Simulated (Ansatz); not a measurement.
An Ansatz (a quantum-chemistry and plane-wave program) input (Ansatz PBE, without spin-orbit coupling):

Ansatz 0.2 input:
```yaml
crystal:
  lattice:
    - [3.1714303494, 0, 0]
    - [-1.5857151747, 2.7465392489, 0]
    - [0, 0, 3.4355674933]
  atoms:
    - { symbol: Zr, position: [0, 0, 0] }
    - { symbol: B, position: [0.6666666667, 0.3333333333, 0.5] }
    - { symbol: B, position: [0.3333333333, 0.6666666667, 0.5] }
basis: { ecutwfc: 420, ecutrho_ratio: 4, xc_grid: 2, fft_grid_basis: typed }
kpoints: { mp_grid: { grid: [21, 21, 16] } }
hamiltonian:
  xc: pbe
  dispersion: none
  pseudopotentials: { kind: paw }
scf: { occupations: { method: fermi_dirac, width: 0.1 }, convergence: { dr2_threshold: 0.0000000003 } }
relax: { f_tol: 0.005, max_steps: 50 }
output: { forces: true, stress: true }
checkpoint: { write: state.ck, write_every: 1000 }
```

Which symmetry and how many k-points will the program report, and about how many plane waves at Γ?

Space group P6/mmm (ITA 191) with 24 operations, k-points 432 of 7056, and 575 plane waves at Γ.

And the final pressure?

7.38 GPa (compression positive).

The cells carry an imposed strain or load. No phonon test of stability was made. All final runs are without spin polarisation. The cell was made from ZrB$_{2}$ (space group P6/mmm, No. 191) by this change: uniaxial strain ε_zz = −3.00 %.
